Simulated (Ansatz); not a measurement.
Start from PbSe in the rock salt structure (space group Fm-3m, No. 225; a = 6.2177 Å). Axes: x, y, z lie along the cube axes.

Method: Ansatz (a program for electronic structure) PBE, no spin-orbit coupling, earlier PAW set.

Now apply this change: the cell is scaled by 0.9863 in all directions; the atoms relax in the strained cell.

### Question
Predict the stress tensor and what it implies for the stiffness.

### Answer
Stress of the strained cell less that of the base (GPa, compression positive):
```
   2.11    0.00    0.00
   0.00    2.11    0.00
   0.00    0.00    2.11
```

Then B = −ΔP/(ΔV/V₀) with ΔV/V₀ = -0.0405 gives secant stiffness values (nonlinear terms included at this strain): B ≈ 52 GPa.

As a check, the harmonic strain energy −½ V₀ Δσ:ε is 8.1 meV/atom; the computed energy rise is 7.7 meV/atom.

No phonon test of stability was made.
